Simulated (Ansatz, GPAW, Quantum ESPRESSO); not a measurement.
LaFeSi (P4/nmm, 6 atoms in the cell) computed with different codes at matched settings

Self-consistent single point, at a second geometry (lattice scaled by 0.98). First geometry:

```
CELL_PARAMETERS angstrom
      4.07667     0.00000     0.00000
      0.00000     4.07667     0.00000
      0.00000     0.00000     7.19373
ATOMIC_POSITIONS crystal
  La 0.50000 0.00000 0.68813
  La 0.00000 0.50000 0.31187
  Fe 0.00000 0.00000 0.00000
  Fe 0.50000 0.50000 0.00000
  Si 0.50000 0.00000 0.16567
  Si 0.00000 0.50000 0.83433
```
Moments meant for the start (each program seeds them in its own way; μB, in the order of the atoms La La Fe Fe Si Si): 0.0 0.0 4.0 4.0 0.0 0.0.

Shared settings, as Ansatz (an electronic-structure program) writes them: kpoints.mp_grid.grid = 5 5 3; scf.occupations.method = gaussian; scf.occupations.width = 0.02 Ry. Potentials and cutoffs stand in the table.

```tsv
code	model	ΔF from the first geometry (meV/atom)	pressure (GPa)	largest force (eV/Å)	cutoff
GPAW	LDA (Perdew-Wang 92), GPAW PAW datasets LDA (gpaw-data 1.0.1)	-27.8	-0.54	0.656	850 eV
Ansatz	LDA (PW92), PAW files made with PBE	-31.7	-1.09	0.738	default
Quantum ESPRESSO	LDA (PZ), GBRV 1.5 ultrasoft (LDA) pseudopotentials	-30.6	-0.95	0.745	50 Ry
```

Size of the force on each atom (eV/Å): Sizes of forces hide their directions.

| code | La1 | La2 | Fe3 | Fe4 | Si5 | Si6 |
|---|---|---|---|---|---|---|
| GPAW | 0.091 | 0.091 | 0.000 | 0.000 | 0.656 | 0.656 |
| Ansatz | 0.044 | 0.044 | 0.000 | 0.000 | 0.738 | 0.738 |
| Quantum ESPRESSO | 0.060 | 0.060 | 0.000 | 0.000 | 0.745 | 0.745 |

On Ansatz's run: the starting moments vanished: the run ended non-magnetic, which need not be the lowest state. The program warned that a starting moment was not kept.

The spread over the programs that give each value: ΔF from the first geometry within 3.9 meV/atom; pressure within 0.55 GPa; largest force within 0.089 eV/Å.

Ansatz's pressure is given at a fixed set of plane waves, as the other plane-wave codes print theirs; with its correction for the finite basis it is -1.06 GPa. The same LDA comes in different parametrisations, which differ slightly. In the force vectors, GPAW (by 0.082) lies more than 0.08 eV/Å from the median of the plane-wave programs.

The starting cell comes from a database of computed structures (which also holds hypothetical and non-ambient phases and stackings), without a prior relaxation at this level. Its lattice was rescaled by a random factor within 2.5 % of one. For this run, on top of that: lattice scaled by 0.98.

Left out of this page: Elk (failed or unconverged); FLEUR (not drawn, or without a comparable value).

Keys are those of Ansatz 0.2.
